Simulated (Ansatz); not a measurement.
The parent structure is Mo in the bcc (W type) structure (space group Im-3m, No. 229; a = 3.112 Å; relaxed with 0.1 eV smearing). Axes: x, y, z lie along the cube axes.

All numbers come from Ansatz (a quantum-chemistry and plane-wave program) LDA, spin-orbit coupling left out.

Strains are applied to the cell and any free atomic positions relax.

One change was made to it. Results:

```csv
quantity,base,after
"pressure (mean of the normal stresses, compression positive)",0.0 GPa,9.6 GPa
energy relative to the base (free energy F),0 meV/atom,+23 meV/atom
```

Task: What was done to the base?
A) uniaxial strain ε_zz = −3.00 %
B) uniaxial strain ε_zz = −2.00 %
C) uniaxial strain ε_zz = +2.50 %

Result: A, uniaxial strain ε_zz = −3.00 %. For comparison, the energy relative to the base in the other runs: uniaxial strain ε_zz = −2.00 % gives +10 meV/atom; uniaxial strain ε_zz = +2.50 % gives +14 meV/atom.

Whether these cells are dynamically stable was not tested. The final runs are not spin-polarised.
